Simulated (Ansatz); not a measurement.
The reference is SnAu in the NiAs type structure (space group P6_3/mmc, No. 194; a = 4.3328 Å, c = 5.5528 Å; relaxed with 0.1 eV smearing). Axes: x lies along a and z along c of the hexagonal cell.

Level of theory: DFT with PBEsol, PAW potentials and a 420 eV plane-wave cutoff in Ansatz (a first-principles code), no spin-orbit coupling.

It is then changed as follows: the cell is scaled by 0.9815 in all directions, atoms relaxed at fixed cell.

**Question.** Predict the stress tensor and what it implies for the stiffness.

**Answer.** Stress of the strained cell less that of the base (GPa, compression positive):
```
    5.6     0.0     0.0
    0.0     5.6     0.0
    0.0     0.0     6.5
```

Then B = −ΔP/(ΔV/V₀) with ΔV/V₀ = -0.0545 gives secant stiffness values (nonlinear terms included at this strain): B (at held cell shape, above the free-shape value) ≈ 108 GPa.

As a check, the harmonic strain energy −½ V₀ Δσ:ε is 23 meV/atom; the computed energy rise is 21 meV/atom.

Whether these cells are dynamically stable was not tested.
